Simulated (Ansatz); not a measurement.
The reference is MgS in the rock salt structure (space group Fm-3m, No. 225; a = 5.182 Å). Axes: x, y, z lie along the cube axes.

Calculations: PBEsol, PAW, 420 eV (Ansatz, an electronic-structure program; no spin-orbit coupling).

For the base:

| Quantity | Value |
|---|---|
| Pressure | 0.00 GPa |
| Electron mass | 0.53 mₑ along k, 0.29 mₑ across (at X) |
| Valence-band top at Γ | 0.00, 0.00, 0.00 eV |

Perturbation: the cell is compressed by 0.50 % along z with no lateral relaxation; the atoms relax in the strained cell.

Question: Predict the new pressure.

Answer: The pressure (mean of the normal stresses, compression positive) goes from zero to 0.40 GPa.

Question: Estimate the effect on the electron mass.

Answer: The electron mass goes from 0.53 mₑ along k, 0.29 mₑ across (at X) to 0.52 mₑ along k, 0.29 mₑ across (at X).

Question: What happens to the valence-band top at Γ?

Answer: The valence-band top at Γ (three highest levels, from the VBM) goes from 0.00, 0.00, 0.00 eV to 0.00, 0.00, -0.02 eV.

The levels and masses belong to the bands next to the band gap. Masses are band curvatures over ±0.01 Å⁻¹ around the edge. Along k means along the line from Γ to the band edge. Whether these cells are dynamically stable was not tested.
